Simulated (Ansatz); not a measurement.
**TiAgTe₂ (space group R-3m, No. 166; a hypothetical phase, not in the database extracts checked)**

```
CELL_PARAMETERS angstrom
      1.87109     1.08028     7.56160
     -1.87109     1.08028     7.56160
      0.00000    -2.16055     7.56160
ATOMIC_POSITIONS crystal
  Ti 0.00000 0.00000 0.00000
  Ag 0.50000 0.50000 0.50000
  Te 0.25647 0.25647 0.25647
  Te 0.74353 0.74353 0.74353
```

Calculations: PBEsol (Ansatz, an electronic-structure program; PAW; 420 eV plane waves; no spin-orbit coupling). Γ-centred 14×14×14 mesh, Fermi–Dirac width 0.05 eV.

- Volume per atom: 22.93 Å³
- Density: 7.44 g/cm³
- Band gap: zero
- Total energy: -5950.145 eV/atom (σ→0; compares only within this code and set-up)

Stability against distortions was not tested. The final runs are not spin-polarised. An odd electron count without spin: TiAgTe2. TiAgTe2 has a high density of states at the Fermi level and may be magnetic at this level.
